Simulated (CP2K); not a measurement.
A self-consistent single point of Cd3Pt (P1, 4 atoms in the cell) with CP2K.

Method of the run: LDA (Pade form), GPW, DZVP-MOLOPT-SR-GTH basis, GTH-PADE potentials (GTH_POTENTIALS) (CP2K).

The change in words: atoms moved at random. Reference geometry:
```xyz
4
Lattice="5.2196 0.0000 0.0000 1.9169 4.8549 0.0000 -3.5683 -2.4275 2.9359" Properties=species:S:1:pos:R:3 pbc="T T T"
Cd     2.6098     0.0000     1.4680
Cd     0.9585     2.4275     1.4680
Cd     3.5683     2.4275     0.0000
Pt     0.0000     0.0000     0.0000
```

Reference input (self-consistent single point, DFT LDA (Pade form), GPW, DZVP-MOLOPT-SR-GTH basis, GTH-PADE potentials (GTH_POTENTIALS)): CUTOFF = 500 Ry; REL_CUTOFF = 50 Ry; SMEAR/METHOD = FERMI_DIRAC; ELECTRONIC_TEMPERATURE = 1160.45 K; KPOINTS/SCHEME = MONKHORST-PACK 9 9 9; XC_FUNCTIONAL = PADE; Cd/BASIS_SET = DZVP-MOLOPT-SR-GTH; Cd/POTENTIAL = GTH-PADE-q12; Pt/BASIS_SET = DZVP-MOLOPT-SR-GTH; Pt/POTENTIAL = GTH-PADE-q18; METHOD = GPW; EPS_DEFAULT = 1e-10. This run's input differs from it in these lines:

```diff
@@ -68,6 +68,6 @@
       SCALED
-      Cd       0.75000000     0.25000000     0.50000000
-      Cd       0.25000000     0.75000000     0.50000000
-      Cd       0.50000000     0.50000000     0.00000000
-      Pt       0.00000000     0.00000000     0.00000000
+      Cd       0.75391400     0.23590000     0.49059300
+      Cd       0.25490600     0.73965600     0.48460100
+      Cd       0.49648800     0.51636700     0.01999000
+      Pt      -0.00530800     0.00807700     0.00481600
     &END COORD
```

The program printed (abridged):

```
 SCF WAVEFUNCTION OPTIMIZATION

  Step     Update method      Time    Convergence         Total energy    Change
     1 NoMix/Diag. 0.20E+00      -     1.99600416      -259.3692980041 -2.59E+02
     2 Broy./Diag. 0.20E+00      -     0.06678087      -260.8285576395 -1.46E+00
     3 Broy./Diag. 0.20E+00      -     0.12742107      -259.6445526496  1.18E+00
     4 Broy./Diag. 0.20E+00      -     0.02083184      -258.8128112678  8.32E-01
     5 Broy./Diag. 0.20E+00      -     0.01217951      -258.9423496098 -1.30E-01
     6 Broy./Diag. 0.20E+00      -     0.00050485      -259.0090721311 -6.67E-02
   [... 2 lines left out ...]
     9 Broy./Diag. 0.20E+00      -     0.00009794      -259.0122847199  2.69E-04
    10 Broy./Diag. 0.20E+00      -     0.00001578      -259.0120499567  2.35E-04
    11 Broy./Diag. 0.20E+00      -     0.00001457      -259.0119594490  9.05E-05
    12 Broy./Diag. 0.20E+00      -     0.00000098      -259.0119504554  8.99E-06
  *** SCF run converged in    12 steps ***

  Overlap energy of the core charge distribution:               0.00000000034126
  Self energy of the core charge distribution:               -404.37006151731919
  Core Hamiltonian energy:                                    112.69702739313892
  Hartree energy:                                              63.86577135576650
  Exchange-correlation energy:                                -31.20309969973983
  Electronic entropic energy:                                  -0.00158798731376
  Fermi energy:                                                 0.34618113671872

  Total energy:                                              -259.01195045536718
  Total energy (extrapolated to T->0):                       -259.01115646171030

   [... lines left out ...]

 STRESS| Analytical stress tensor [bar]
 STRESS|                        x                   y                   z
 STRESS|      x       -1.19157280207E+05  -4.29875190734E+02  -3.85118020917E+03
 STRESS|      y       -4.29875190734E+02  -1.27117643566E+05   3.38113910976E+03
 STRESS|      z       -3.85118020917E+03   3.38113910976E+03  -1.23009705823E+05
 STRESS| 1/3 Trace                                            -1.23094876532E+05
```

The run converged in 12 iterations. Against the reference run the free energy goes up by 9.3 meV/atom, the pressure goes from -12.90 to -12.31 GPa and the largest force goes from 0.000 to 0.478 eV/Å.

The starting cell comes from a database of computed structures (which also holds hypothetical and non-ambient phases and stackings), without a prior relaxation at this level. For this run, on top of that: atoms moved at random. Spin polarisation is off. Values carry the incompleteness of an atom-centred basis. With a pressure of about -12 GPa the cell is away from its equilibrium volume at this level.

Cost on one core of a shared machine: roughly 3 min.
